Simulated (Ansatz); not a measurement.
Consider PbSe in the rock salt structure (space group Fm-3m, No. 225; a = 6.178 Å). Axes: x, y, z lie along the cube axes.

Structures relaxed with r2SCAN (Ansatz, a first-principles code; PAW; 500 eV plane waves; no spin-orbit coupling).

Base:

Simulated powder pattern, Co Kα, λ = 1.79026 Å (kinematic, ideal powder, no thermal factors, no anomalous dispersion; the 14 strongest lines at most, above 2 %, up to 2θ = 90°):

| 2θ (°) | I/Imax (%) | hkl |
|---|---|---|
| 29.07 | 36 | (111) |
| 33.69 | 100 | (200) |
| 48.39 | 75 | (220) |
| 57.44 | 19 | (311) |
| 60.25 | 27 | (222) |
| 70.84 | 13 | (400) |
| 78.33 | 8.2 | (331) |
| 80.78 | 37 | (420) |

After one change:

Simulated powder pattern, Co Kα, λ = 1.79026 Å (kinematic, ideal powder, no thermal factors, no anomalous dispersion; the 14 strongest lines at most, above 2 %, up to 2θ = 90°):

```
2θ (°)  I/Imax (%)
------  ----------
29.38           53
33.69          100
34.76           46
48.39           38
49.19           72
57.62           18
59.04          8.6
60.95           39
70.84           13
73.38          5.8
79.72          7.9
80.78           18
81.39           18
83.22           17
```

Which change produced these results?
A. uniaxial strain ε_zz = −0.50 %
B. uniaxial strain ε_zz = −2.00 %
C. uniaxial strain ε_zz = −2.50 %
D. uniaxial strain ε_zz = −3.00 %

D, uniaxial strain ε_zz = −3.00 %. Its volume per atom is 28.59 Å³ against 29.48 Å³, and its space group is I4/mmm (No. 139).

No phonon test of stability was made.
